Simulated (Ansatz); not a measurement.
The (100) surface of rock-salt TiC, Ru on all Ti sites of the second plane (bottom of the slab: a bare face, its two planes held)

Calculation: PBE (plane waves to 420 eV, PAW; Ansatz, a quantum-chemistry and plane-wave program).

Slab: 12 atoms, 10.7 Å thick at the start with caps and adatoms (thin: gaps and levels are the slab's own); k 12x12x1, smearing 0.1 eV, dipole-corrected; 4 atoms held, the rest relaxed; start symmetry kept, larger cells not searched; no spin, no spin-orbit, no U. In PBE it lies 0.40 eV a 1x1 cell over the lowest computed structure of the same composition (Ru on all Ti sites of the top plane).

| Item | Value |
|---|---|
| work function of the top face | 4.36 eV |
| energy released by relaxation | 0.15 eV |
| cost | roughly 2.7 core-minutes |
